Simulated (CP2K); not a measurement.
Band structure of LaAgO2 (R-3m, 4 atoms in the cell).

```yaml
crystal:
  lattice:
    - [6.52520, 0.00000, 0.00000]
    - [5.40986, 3.64852, 0.00000]
    - [5.40986, 1.65378, 3.25218]
  atoms:
    - { symbol: La, position: [0.50000, 0.50000, 0.50000] }
    - { symbol: Ag, position: [0.00000, 0.00000, 0.00000] }
    - { symbol: O, position: [0.11051, 0.11051, 0.11051] }
    - { symbol: O, position: [0.88949, 0.88949, 0.88949] }
```

Method of the run: PBEsol, GPW, DZVP-MOLOPT-SR-GTH basis, GTH-PBE potentials (GTH_POTENTIALS) (CP2K 2026.2).

Settings: CUTOFF = 500 Ry; REL_CUTOFF = 40 Ry; KPOINTS/SCHEME = MONKHORST-PACK 8 8 8; GAMMA_CENTERED = T; XC_FUNCTIONAL = PBE:PBESOL; La/BASIS_SET = DZVP-MOLOPT-SR-GTH-q11; La/POTENTIAL = GTH-PBE-q11; Ag/BASIS_SET = DZVP-MOLOPT-SR-GTH-q11; Ag/POTENTIAL = GTH-PBE-q11; O/BASIS_SET = DZVP-MOLOPT-SR-GTH-q6; O/POTENTIAL = GTH-PBE-q6; METHOD = GPW; EPS_DEFAULT = 1e-10; EXTRAPOLATION = USE_GUESS.

The starting cell comes from a database of computed structures (which also holds hypothetical and non-ambient phases and stackings), without a prior relaxation at this level. Values carry the incompleteness of an atom-centred basis. The potentials were made for another functional than the one used.

Question: Predict the gap along the standard path and the places of the band edges.

Answer: The gap along the path is 2.84 eV, from L to Γ; the smallest direct gap on it is 3.06 eV.

Levels in eV from the top of the valence band on the SCF mesh, bands 14 to 18:
| point | 14 | 15 | 16 | 17 | 18 |
|---|---|---|---|---|---|
| Γ | -1.40 | -1.40 | -0.94 | -0.94 | 2.84 |
| L | -1.80 | -0.06 | -0.03 | 0.00 | 3.06 |
| Z | -2.16 | -2.06 | -0.04 | -0.04 | 3.93 |
| F | -1.10 | -0.88 | -0.86 | -0.09 | 3.61 |
| P1 | -1.40 | -0.58 | -0.35 | -0.11 | 3.41 |
| P | -1.40 | -0.58 | -0.35 | -0.11 | 3.41 |

Higher empty bands are left out: an atom-centred basis made for the valence describes them poorly.
